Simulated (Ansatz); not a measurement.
Ansatz (an electronic-structure program) run on a (001) slab of KMgF3 (cut from a parent of space group no. 221; 10 atoms in the cell): self-consistent single point.

Method of the run: LDA (PW92), default PAW files made with PBE (plane waves; Ansatz).

```
CELL_PARAMETERS angstrom
      4.00995     0.00000     0.00000
      0.00000     4.00995     0.00000
      0.00000     0.00000    20.01491
ATOMIC_POSITIONS crystal
  K  0.00000 0.00000 0.44992
  Mg 0.50000 0.50000 0.34974
  F  0.50000 0.00000 0.34974
  F  0.00000 0.50000 0.34974
  F  0.50000 0.50000 0.44992
  K  0.00000 0.00000 0.65026
  Mg 0.50000 0.50000 0.55009
  F  0.50000 0.00000 0.55009
  F  0.00000 0.50000 0.55009
  F  0.50000 0.50000 0.65026
```

Reference input (self-consistent single point, DFT, LDA (PW92), plane waves, default PAW files made with PBE): basis.ecutwfc = 30.9 Ry; kpoints.mp_grid.grid = 6 6 1; hamiltonian.xc = lda; hamiltonian.pseudopotentials = {kind: paw} (the program's default PAW files); scf.occupations.method = fermi_dirac; scf.occupations.width = 0.0015 Ry. This run's input differs from it in these lines:

Ansatz 0.2 input:
```diff
@@ -18,3 +18,3 @@
 basis:
-  ecutwfc: 30.9 Ry
+  ecutwfc: 37.1 Ry
 kpoints:
```

Output (repeated stretches shortened):

```
SCF iter   1: F=—  HF=-11573.796176 eV  |F-HF|=—  |Δ(HF+E_count)|=         —  Δρ=1.17e-2  dr2=3.19e-1  ethr=1.77e-3  ⟨swp⟩=8.8  Hψ=2355  notcnv=0  defer=1
all-band conjugate gradients solve this SCF's bands
preconditioner: auto → Resta (q_TF=auto, 2.163 Å⁻¹)
SCF iter   2: F=—  HF=-11573.703439 eV  |F-HF|=—  |Δ(HF+E_count)|=   9.27e-2  Δρ=4.46e-3  dr2=2.19e-2  ethr=3.99e-4  ⟨swp⟩=2.3  Hψ=933  notcnv=0  defer=43
   [... lines left out ...]
SCF iter   5: F=—  HF=-11573.694270 eV  |F-HF|=—  |Δ(HF+E_count)|=   7.75e-5  Δρ=1.48e-4  dr2=3.97e-5  ethr=3.79e-7  ⟨swp⟩=2.2  Hψ=775  notcnv=0  defer=43
SCF iter   6: F=—  HF=-11573.694186 eV  |F-HF|=—  |Δ(HF+E_count)|=   8.43e-5  Δρ=2.57e-5  dr2=9.93e-7  ethr=4.96e-8  ⟨swp⟩=2.0  Hψ=828  notcnv=0  defer=43
SCF iter   7: F=—  HF=-11573.694186 eV  |F-HF|=—  |Δ(HF+E_count)|=   3.43e-7  Δρ=7.14e-6  dr2=1.01e-7  ethr=1.25e-10  ⟨swp⟩=14.5  Hψ=2864  notcnv=0
SCF iter   8: F=-11573.694186 eV  HF=-11573.694186 eV  |F-HF|=6.96e-9  |Δ(HF+E_count)|=   1.87e-8  Δρ=2.29e-6  dr2=9.60e-9  ethr=1.25e-10  ⟨swp⟩=6.4  Hψ=1921  notcnv=0
SCF 1 converged in 8 iterations: F = -11573.694186 eV  dr2 = 9.60e-9
Free energy (F): -11573.694186 eV
Internal energy: -11573.694186 eV  (E = F + TS)
E sigma→0 (E₀):  -11573.694186 eV
Fermi energy:    -0.304412 eV
--- Forces (eV/Å), atoms counted from 1 ---
  atom   1  K     -0.00000000     0.00000000    -0.07459527
  atom   2  Mg     0.00000000     0.00000000     1.22452946
  atom   3  F     -0.00000000     0.00000000    -0.25311335
  atom   4  F     -0.00000000     0.00000000    -0.25311335
  atom   5  F     -0.00000000    -0.00000000    -0.11400959
  atom   6  K     -0.00000000     0.00000000    -0.46409962
  atom   7  Mg     0.00000000     0.00000000     0.25804692
  atom   8  F     -0.00000000     0.00000000    -0.02281849
  atom   9  F     -0.00000000     0.00000000    -0.02281849
  atom  10  F     -0.00000000    -0.00000000    -0.27791033
--- Stress (GPa, compression-positive) ---
       -3.454959       0.000000      -0.000000
        0.000000      -3.454959       0.000000
       -0.000000       0.000000      -1.986003
  P = ⅓ Tr σ = -2.9653 GPa (-29.653 kbar)
  The stress holds the Pulay correction. Without it, at fixed plane waves, as pw.x and ABINIT print it: P = -2.9671 GPa
```

The run converged in 8 iterations. Against the reference run the free energy goes down by 4.3 meV/atom, the largest force stays at 1.225 eV/Å and the gap on the mesh hardly changes (5.586 to 5.587 eV).

The starting cell has typed, rounded lattice constants, without a prior relaxation at this level. The slab is cut from that crystal, and its faces are unrelaxed. Its lattice was rescaled by up to half a per cent. Spin polarisation is off, though cut faces can carry moments; a gap of a slab can lie between surface states. The two faces of this cut differ, and no dipole correction was used. Forces in this geometry exceed 1 eV/Å.
